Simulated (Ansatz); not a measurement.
A computed series for BeS: response to strain

Start from BeS in the zinc blende structure (space group F-43m, No. 216; a = 4.869 Å). Axes: x, y, z lie along the cube axes.

Strains are applied to the cell and any free atomic positions relax; under biaxial strain the out-of-plane vector relaxes too.

Calculations: r2SCAN (Ansatz, a first-principles code), no spin-orbit coupling.

```json
[
 {"biaxial strain, plane normal [111], relaxed out of plane (%)": "-2.5", "band gap (eV)": "3.37"},
 {"biaxial strain, plane normal [111], relaxed out of plane (%)": "-2.08", "band gap (eV)": "3.41"},
 {"biaxial strain, plane normal [111], relaxed out of plane (%)": "-1.67", "band gap (eV)": "3.45"},
 {"biaxial strain, plane normal [111], relaxed out of plane (%)": "-1.25", "band gap (eV)": "?"},
 {"biaxial strain, plane normal [111], relaxed out of plane (%)": "-0.83", "band gap (eV)": "3.53"},
 {"biaxial strain, plane normal [111], relaxed out of plane (%)": "-0.42", "band gap (eV)": "3.56"},
 {"biaxial strain, plane normal [111], relaxed out of plane (%)": "0", "band gap (eV)": "3.59"}
]
```

**Question.** Fit E_g = E₀ + Dε (ε in %) to the rows shown and predict the withheld row.

**Answer.** Least squares on the printed values gives E₀ = 3.60 eV, D = 89.2 meV per % of strain (largest residual 0.01 eV); this predicts 3.49 eV, and the run gives 3.49 eV, in agreement.

No phonon test of stability was made.
